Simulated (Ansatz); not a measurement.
**SrHfN2 (model structure, started from the LiVN2 type, Pna2₁, No. 33, 16 atoms in the cell)**

Method: r²SCAN+rVV10 (PAW; Ansatz, a program for electronic structure).

Settings: plane-wave cutoff 560 eV, 6×6×6 k mesh, Fermi–Dirac smearing 0.01 eV, scalar-relativistic PAW data made under PBE.

Cell (relaxed at this level):

```
HfSrN2
1.0
    6.35621     0.00000     0.00000
    0.00000     7.90654     0.00000
    0.00000     0.00000     5.70826
Sr Hf N
4 4 8
Direct
  0.58062   0.87944   0.98187
  0.41938   0.12056   0.48187
  0.91938   0.37944   0.48187
  0.08062   0.62056   0.98187
  0.56443   0.37379   0.00067
  0.43557   0.62621   0.50067
  0.93557   0.87379   0.50067
  0.06443   0.12621   0.00067
  0.54611   0.40764   0.35299
  0.45389   0.59236   0.85299
  0.95389   0.90764   0.85299
  0.04611   0.09236   0.35299
  0.61881   0.83753   0.43448
  0.38119   0.16247   0.93448
  0.88119   0.33753   0.93448
  0.11881   0.66247   0.43448
```

| Quantity | Value |
|---|---|
| band gap | 2.57 eV |

Note: the relaxation could raise the start's symmetry but not lower it, so the cell can be a saddle point.

Spin–orbit coupling is not included.

Cost on a shared machine: about 11 core-minutes (a rough figure).

A model structure was made by putting elements into a prototype or built by hand; it is no filed structure, need not be a known phase, and can be a saddle point held by its symmetry.
